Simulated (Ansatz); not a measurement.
Given:

```xyz
8
Lattice="5.4671 0.0000 0.0000 0.0000 5.4671 0.0000 2.7335 -2.7335 5.5306" Properties=species:S:1:pos:R:3 pbc="T T T"
Ga     2.7335     2.7335     0.0000
Ga     5.4671     2.7335     2.7653
Cu     0.0000     0.0000     0.0000
Cu     2.7335     0.0000     2.7653
Se     4.1003     1.3148     1.3827
Se     4.0484    -1.3668     4.1480
Se     1.3668     4.1522     1.3827
Se     6.8858     1.3668     4.1480
```

No spin polarisation.

Level of theory: LDA (Ansatz, a first-principles code; PAW; 420 eV plane waves; no spin-orbit coupling). k-mesh 9×9×9 (Γ-centred); smearing 0.05 eV (Fermi–Dirac).

Problem. What is the computed pressure (mean of the normal stresses, compression positive)?

Solution. 0.47 GPa.

Problem. What is the computed band gap?

Solution. 0.21 eV.

Problem. Estimate the width of the top valence band.

Solution. 1.08 eV.

Problem. Predict the valence-band top at Γ (three highest levels, from the VBM).

Solution. 0.00, -0.04, -0.04 eV.

The cells carry an imposed strain or load. Whether these cells are dynamically stable was not tested. The final runs are not spin-polarised. The cell was made from GaCuSe2 in the chalcopyrite structure (space group I-42d, No. 122) by this change: biaxial strain −0.75 %, plane normal [001], relaxed out of plane. The zero or small gap of GaCuSe2 can change with the level of theory.
